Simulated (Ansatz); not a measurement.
**Bi2Se3: response to strain**

Start from Bi$_{2}$Se$_{3}$ in the Bi2Te3 type structure (space group R-3m, No. 166).

```
Bi2Se3
1.0
    2.07239     1.19650     9.75607
   -2.07239     1.19650     9.75607
    0.00000    -2.39299     9.75607
Bi Se
2 3
Direct
  0.39938   0.39938   0.39938
  0.60062   0.60062   0.60062
  0.00000   0.00000   0.00000
  0.21422   0.21422   0.21422
  0.78578   0.78578   0.78578
```

Cartesian axes are those of the cell as printed.

Strains are applied to the cell and any free atomic positions relax; under biaxial strain the out-of-plane vector relaxes too.

The values are results of Kohn–Sham DFT with the r2SCAN+rVV10 functional, run in Ansatz (an electronic-structure program) with PAW and 500 eV plane waves, no spin-orbit coupling, earlier PAW set, not measurements.

```csv
variant,space group,electron mass,largest internal atomic displacement
base,R-3m (No. 166),"0.46 mₑ along c, 0.11 mₑ across (at Γ)",–
"biaxial strain −1.95 %, plane normal [001], relaxed out of plane",R-3m (No. 166),?,–
isotropic strain +1.55 %,R-3m (No. 166),?,?
uniaxial strain ε_yy = +0.66 %,C2/m (No. 12),?,0.012 Å
uniaxial strain ε_zz = −1.00 %,R-3m (No. 166),–,0.025 Å
```

### Question
What belongs in the blanks?

### Answer

- biaxial strain −1.95 %, plane normal [001], relaxed out of plane, electron mass: 0.44 mₑ out of plane, 0.11 mₑ in plane (at Γ)
- isotropic strain +1.55 %, electron mass: 0.79 mₑ along c, 0.11 mₑ across (at Γ)
- isotropic strain +1.55 %, largest internal atomic displacement: 0.088 Å
- uniaxial strain ε_yy = +0.66 %, electron mass: 0.11 mₑ along x, 0.11 mₑ along y, 0.49 mₑ along z (at Γ)

Spin-orbit coupling, missing from the scalar runs, can matter with Bi. The levels and masses belong to the bands next to the band gap. Effective masses come from finite differences of ±0.01 Å⁻¹. No phonon test of stability was made.
